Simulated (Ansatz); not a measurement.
The reference is ZrB$_{2}$ (space group P6/mmm, No. 191; a = 3.171 Å, c = 3.542 Å; relaxed with 0.1 eV smearing). Axes: x lies along a and z along c of the hexagonal cell.

Computed with Ansatz (an electronic-structure program), PBE, PAW, cutoff 420 eV, no spin-orbit coupling.

Strains are applied to the cell and any free atomic positions relax.

One change was made to it. Results:

The energy increases by 13 meV/atom; the pressure (mean of the normal stresses, compression positive) goes from zero to 7.4 GPa.

**Question.** Which change produced these results?
A) uniaxial strain ε_zz = −1.50 %
B) uniaxial strain ε_zz = −3.00 %
C) uniaxial strain ε_zz = +0.50 %
D) uniaxial strain ε_zz = +1.50 %
E) uniaxial strain ε_zz = +2.50 %

**Answer.** B, uniaxial strain ε_zz = −3.00 %. For comparison, the energy relative to the base in the other runs: uniaxial strain ε_zz = +0.50 % gives +0.3 meV/atom; uniaxial strain ε_zz = +1.50 % gives +3.0 meV/atom; uniaxial strain ε_zz = −1.50 % gives +3.2 meV/atom; uniaxial strain ε_zz = +2.50 % gives +8.3 meV/atom.

No phonon test of stability was made. All final runs are without spin polarisation.
